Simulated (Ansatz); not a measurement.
The parent structure is InAgTe₂ in the chalcopyrite structure (space group I-42d, No. 122).

```xyz
8
Lattice="-3.2843 3.2843 6.4997 3.2843 -3.2843 6.4997 3.2843 3.2843 -6.4997" Properties=species:S:1:pos:R:3 pbc="T T T"
In     0.0000     0.0000     6.4997
In     3.2843     0.0000     3.2499
Te     1.6055     1.6422     1.6249
Te    -1.6422     1.6789     4.8748
Te     1.6789     1.6422     8.1246
Te     4.9265     1.6055    -1.6249
Ag     0.0000     0.0000     0.0000
Ag     0.0000     3.2843     3.2499
```

Computed with PBE (Ansatz, a quantum-chemistry and plane-wave program), without spin-orbit coupling.

Before the change:

* **Shortest interatomic distance**: 2.813 Å
* **c/a ratio**: 1.979

Perturbation: cell and atoms relaxed at a pressure of 2.1 GPa.

### Question
Predict the new shortest interatomic distance and c/a ratio.

### Answer
The shortest interatomic distance drops by 0.052 Å (2.813 Å → 2.761 Å); the c/a ratio stays essentially unchanged (1.979 against 1.978).

Load acts through the strain it causes; cell and atoms are relaxed under it. Whether these cells are dynamically stable was not tested.
